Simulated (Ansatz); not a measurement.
The (211) surface of bcc K in its 1x1 cell, outermost plane spacing 2.16 Å in the ideal cut

Calculation: PBE (plane waves to 420 eV, PAW; Ansatz, a program for electronic structure).

Set-up: 6 atoms, 10.8 Å thick at the start; mesh 8x5x1; 0.1 eV smearing; dipole correction on; all atoms relaxed; symmetry of the start imposed; no spin, no spin-orbit, no U.

```yaml
surface energy (mean of both faces): 0.11 J/m²
surface_energy_before_relaxation: 0.12 J/m²
work_function_of_the_top_face: 2.30 eV
energy_released_by_relaxation: 0.036 eV
cost: very roughly 2.7 core-minutes
```
